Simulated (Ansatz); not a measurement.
Base system: InP in the zinc blende structure (space group F-43m, No. 216; a = 5.9070 Å). Axes: x, y, z lie along the cube axes.

The values are results of Ansatz (a first-principles code), r2SCAN, PAW, cutoff 500 eV, no spin-orbit coupling, not measurements.

Perturbation: an isotropic linear strain of −3.00 %; the atoms relax in the strained cell.

**Question.** Predict the stress tensor and what it implies for the stiffness.

**Answer.** Stress of the strained cell less that of the base (GPa, compression positive):
```
   7.67    0.00    0.00
   0.00    7.67    0.00
   0.00    0.00    7.67
```

Then B = −ΔP/(ΔV/V₀) with ΔV/V₀ = -0.0873 gives secant stiffness values (nonlinear terms included at this strain): B ≈ 88 GPa.

As a check, the harmonic strain energy −½ V₀ Δσ:ε is 56 meV/atom; the computed energy rise is 50 meV/atom.

Stability against distortions was not tested.
